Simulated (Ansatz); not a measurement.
**HfS2 in the rutile structure (space group P4_2/mnm, No. 136; a hypothetical phase, not in the database extracts checked)**

HfS$_{2}$ has the tetragonal space group P4₂/mnm (No. 136), the rutile structure, Pearson symbol tP6. Lattice parameters: a = 6.0239 Å, b = 6.0239 Å, c = 3.6521 Å, α = 90.00°, β = 90.00°, γ = 90.00°. Hf on 2a has 6 S at 2.491–2.565 Å (octahedral). S on 4f is coordinated by 3 Hf at 2.491–2.565 Å. (Neighbours: up to the widest gap in distance over summed covalent radii, below 1.35, at either atom; cation-cation and far metal-metal contacts left out.)

Method: DFT with PBEsol, PAW potentials and a 420 eV plane-wave cutoff in Ansatz (a quantum-chemistry and plane-wave program), scalar-relativistic without spin-orbit coupling, earlier PAW set. Γ-centred 6×6×9 mesh, Fermi–Dirac width 0.05 eV.

| Quantity | Value |
|---|---|
| Volume per atom | 22.09 Å³ |
| Density | 6.08 g/cm³ |
| Band gap | 0.26 eV, indirect, M–Γ (89 % along) → Γ |
| Electron mass | 0.21 mₑ along c, 0.23 mₑ across |
| Total energy | -5791.000 eV/atom (σ→0; compares only within this code and set-up) |

With Hf present, leaving out spin-orbit coupling can change the band edges. Masses are band curvatures over ±0.01 Å⁻¹ around the edge. Stability against distortions was not tested. A zero or small gap of HfS2 can be the functional's error rather than a property of the material.
